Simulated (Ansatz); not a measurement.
Input and output of a zone-centre phonon calculation for HfNi (Cmcm, 4 atoms in the cell) (Ansatz, a program for electronic structure).

Method of the run: LDA (PW92), default PAW files made with PBE (plane waves; Ansatz).

```yaml
crystal:
  lattice:
    - [1.59292, -4.89236, 0.00000]
    - [1.59292, 4.89236, 0.00000]
    - [0.00000, 0.00000, 4.01472]
  atoms:
    - { symbol: Hf, position: [0.86101, 0.13899, 0.75000] }
    - { symbol: Hf, position: [0.13899, 0.86101, 0.25000] }
    - { symbol: Ni, position: [0.58425, 0.41575, 0.75000] }
    - { symbol: Ni, position: [0.41575, 0.58425, 0.25000] }
```

Reference input (self-consistent single point, DFT, LDA (PW92), plane waves, default PAW files made with PBE): basis.ecutwfc = 420 eV; kpoints.mp_grid.grid = 9 9 7; hamiltonian.xc = lda; hamiltonian.pseudopotentials = {kind: paw} (the program's default PAW files); scf.occupations.method = gaussian; scf.occupations.width = 0.1 eV. This run's input differs from it in these lines:

Ansatz 0.2 input:
```diff
@@ -14,3 +14,3 @@
 kpoints:
-  mp_grid: { grid: [9, 9, 7] }
+  mp_grid: { grid: [7, 7, 5] }
 hamiltonian:
@@ -20,6 +20,4 @@
   occupations: { method: gaussian, width: 0.1 }
-output:
-  forces: true
-  eigenvalues: true
-  stress: true
+phonons:
+  method: dfpt
```

The program printed (abridged):

```
SCF iter   1: F=—  HF=-42502.615141 eV  |F-HF|=—  |Δ(HF+E_count)|=         —  Δρ=2.76e-2  dr2=2.96e-1  ethr=1.77e-3  ⟨swp⟩=5.5  Hψ=7570  notcnv=0  defer=10
all-band conjugate gradients solve this SCF's bands
preconditioner: auto → Resta (q_TF=auto, 2.888 Å⁻¹)
SCF iter   2: F=—  HF=-42502.585869 eV  |F-HF|=—  |Δ(HF+E_count)|=   2.93e-2  Δρ=7.99e-3  dr2=2.91e-2  ethr=3.37e-4  ⟨swp⟩=2.0  Hψ=3244  notcnv=0  defer=78
   [... lines left out ...]
SCF iter   9: F=—  HF=-42502.581334 eV  |F-HF|=—  |Δ(HF+E_count)|=   5.52e-9  Δρ=2.42e-6  dr2=4.52e-9  ethr=5.21e-11  ⟨swp⟩=2.0  Hψ=3271  notcnv=0  defer=78
SCF iter  10: F=—  HF=-42502.581334 eV  |F-HF|=—  |Δ(HF+E_count)|=  8.88e-10  Δρ=5.91e-7  dr2=1.88e-10  ethr=5.14e-12  ⟨swp⟩=2.6  Hψ=4319  notcnv=0  defer=78
SCF iter  11: F=—  HF=-42502.581334 eV  |F-HF|=—  |Δ(HF+E_count)|=  1.16e-10  Δρ=1.32e-7  dr2=6.81e-12  ethr=1.00e-12  ⟨swp⟩=11.5  Hψ=16329  notcnv=0
SCF iter  12: F=-42502.581334 eV  HF=-42502.581334 eV  |F-HF|=0.00e0  |Δ(HF+E_count)|=  1.46e-11  Δρ=1.01e-7  dr2=5.53e-12  ethr=1.00e-12  ⟨swp⟩=6.6  Hψ=12126  notcnv=0
SCF 1 converged in 12 iterations: F = -42502.581334 eV  dr2 = 5.53e-12
DFPT response loops at Γ: preconditioner auto → Kerker (q_TF=auto, 2.888 Å⁻¹) (partly filled bands, converged f_vac=0.000) …
phonon interpolation: 4 periodic images of 4 blocks of the force constants (a block to an ordered pair of atoms and a translation) lie up to 4.55e-3 Å farther …
Free energy (F): -42502.581334 eV
Internal energy: -42502.574766 eV  (E = F + TS)
E sigma→0 (E₀):  -42502.578050 eV
Entropy (-TS):   -0.006568 eV (-1.642 meV/atom)
Fermi energy:    20.326397 eV
   [... lines left out ...]
  ASR residual: 7.846e-5 → 0.000e0 eV/Å²; symmetrization residual: 5.167e-6 eV/Å²
  ASR residual per site (eV/Å²): 9.75e-6 9.75e-6 7.85e-5 7.85e-5
  Γ frequencies (cm⁻¹): 0.00 0.00 0.00 94.80 111.45 138.48 155.23 174.25 174.34 182.32 200.88 222.87
  non-analytic LO–TO correction: not included (Born effective charges unavailable; polar crystals: no LO–TO splitting at Γ)
```

The run converged in 12 iterations. 

Summary of the result:
* **Free energy E − TS (on the zero of these files)**: -42502.5813 eV
* **Fermi level (on the code's own zero)**: 20.33 eV
* **Zone-centre frequencies (cm⁻¹; negative means imaginary)**: 0, 0, 0, 95, 111, 138, 155, 174, 174, 182, 201, 223

The starting cell comes from a database of computed structures (which also holds hypothetical and non-ambient phases and stackings), without a prior relaxation at this level. Its lattice was rescaled by up to half a per cent. Spin polarisation is off.

Cost on one core of a shared machine: roughly 2 min.
